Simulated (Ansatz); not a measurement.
```
AlAs
1.0
    0.02241     2.83713     2.83713
    2.85954     0.00000     2.85954
    2.83713     2.83713     0.02241
As Al
1 1
Direct
  0.75120   0.74880   0.75120
  0.99880   0.00120   0.99880
```

No spin polarisation.

Calculations: PBEsol/PAW in Ansatz (an electronic-structure program), scalar-relativistic without spin-orbit coupling, earlier PAW set. Γ-centred 10×10×10 mesh, Fermi–Dirac width 0.05 eV.

Question: Predict the band gap, valence-band top at Γ and gap character.

Answer: 
* **Band gap**: 1.26 eV
* **Valence-band top at Γ (three highest levels, from the VBM)**: 0.00, -0.07, -0.13 eV
* **Gap character**: indirect, Γ → X

The cells carry an imposed strain or load. Stability against distortions was not tested. The cell was made from AlAs in the zinc blende structure (space group F-43m, No. 216) by this change: tensor shear ε_xz = +0.79 %.
